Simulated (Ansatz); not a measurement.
Ansatz (a quantum-chemistry and plane-wave program) run on KCaF3 (P4mm, 5 atoms in the cell): self-consistent single point.

Level of theory: PBEsol, default PAW files made with PBE (plane waves; Ansatz).

The change in words: lattice scaled by 0.98; kpoints.mp_grid.grid: 6 6 6 → 8 8 8. Reference geometry:
```
CELL_PARAMETERS angstrom
      4.46828     0.00000     0.00000
      0.00000     4.46828     0.00000
      0.00000     0.00000     4.46828
ATOMIC_POSITIONS crystal
  K  0.50000 0.50000 0.51119
  Ca 0.00000 0.00000 0.00000
  F  0.00000 0.50000 0.00000
  F  0.50000 0.00000 0.00000
  F  0.00000 0.00000 0.50000
```

Reference input (self-consistent single point, DFT, PBEsol, plane waves, default PAW files made with PBE): basis.ecutwfc = 420 eV; kpoints.mp_grid.grid = 6 6 6; hamiltonian.xc = pbesol; hamiltonian.pseudopotentials = {kind: paw} (the program's default PAW files); scf.occupations.method = fixed. This run's input differs from it in these lines:

Ansatz 0.2 input:
```diff
@@ -3,5 +3,5 @@
   lattice:
-    - [4.468285, 0.000000, 0.000000]
-    - [0.000000, 4.468285, 0.000000]
-    - [0.000000, 0.000000, 4.468285]
+    - [4.378919, 0.000000, 0.000000]
+    - [0.000000, 4.378919, 0.000000]
+    - [0.000000, 0.000000, 4.378919]
   atoms:
@@ -16,3 +16,3 @@
   mp_grid:
-    grid: [6, 6, 6]
+    grid: [8, 8, 8]
 hamiltonian:
```

Log, with long lists cut:

```
SCF iter   1: F=—  HF=-5719.881801 eV  |F-HF|=—  |Δ(HF+E_count)|=         —  Δρ=1.17e-2  dr2=7.18e-2  ethr=1.77e-3  ⟨swp⟩=5.3  Hψ=7618  notcnv=0  defer=171
all-band conjugate gradients solve this SCF's bands
preconditioner: auto → Resta (q_TF=auto, 2.411 Å⁻¹)
SCF iter   2: F=—  HF=-5719.862363 eV  |F-HF|=—  |Δ(HF+E_count)|=   1.94e-2  Δρ=2.77e-3  dr2=2.78e-3  ethr=1.79e-4  ⟨swp⟩=2.3  Hψ=3901  notcnv=0  defer=195
SCF iter   3: F=—  HF=-5719.861711 eV  |F-HF|=—  |Δ(HF+E_count)|=   6.52e-4  Δρ=8.22e-4  dr2=3.45e-4  ethr=6.95e-6  ⟨swp⟩=2.1  Hψ=2842  notcnv=0  defer=214
SCF iter   4: F=—  HF=-5719.861733 eV  |F-HF|=—  |Δ(HF+E_count)|=   2.25e-5  Δρ=1.49e-4  dr2=1.09e-5  ethr=8.62e-7  ⟨swp⟩=2.0  Hψ=3456  notcnv=0  defer=219
SCF iter   5: F=—  HF=-5719.862470 eV  |F-HF|=—  |Δ(HF+E_count)|=   7.37e-4  Δρ=2.45e-5  dr2=2.65e-7  ethr=2.73e-8  ⟨swp⟩=2.0  Hψ=3227  notcnv=0  defer=104
SCF iter   6: F=-5719.862471 eV  HF=-5719.862471 eV  |F-HF|=5.74e-9  |Δ(HF+E_count)|=   3.64e-7  Δρ=3.98e-6  dr2=9.51e-9  ethr=2.50e-10  ⟨swp⟩=11.0  Hψ=11563  notcnv=0
SCF 1 converged in 6 iterations: F = -5719.862471 eV  dr2 = 9.51e-9
Free energy (F): -5719.862471 eV
Internal energy: -5719.862471 eV  (E = F + TS)
E sigma→0 (E₀):  -5719.862471 eV
Fermi energy:    1.566586 eV
--- Forces (eV/Å), atoms counted from 1 ---
  atom   1  K     -0.00000000     0.00000000    -0.01523724
  atom   2  Ca     0.00000000     0.00000000     0.04630161
  atom   3  F      0.00000000     0.00000000    -0.02422284
  atom   4  F      0.00000000     0.00000000    -0.02422284
  atom   5  F     -0.00000000     0.00000000     0.01740673
--- Stress (GPa, compression-positive) ---
        1.059501       0.000000      -0.000000
        0.000000       1.059501       0.000000
       -0.000000       0.000000       1.058101
  P = ⅓ Tr σ = 1.0590 GPa (10.590 kbar)
  The stress holds the Pulay correction. Without it, at fixed plane waves, as pw.x and ABINIT print it: P = 0.6121 GPa
```

The run converged in 6 iterations. Against the reference run the free energy drops by 3.5 meV/atom, the pressure goes from -1.97 to 1.06 GPa, the largest force hardly changes (0.043 to 0.046 eV/Å) and the gap on the mesh goes from 6.076 to 6.344 eV.

The starting cell comes from a database of computed structures (which also holds hypothetical and non-ambient phases and stackings), without a prior relaxation at this level. Its lattice was rescaled by up to half a per cent. One atom was moved a little off its site on purpose. For this run, on top of that: lattice scaled by 0.98. Ansatz's pressure includes its estimate of the finite-basis (Pulay) stress.
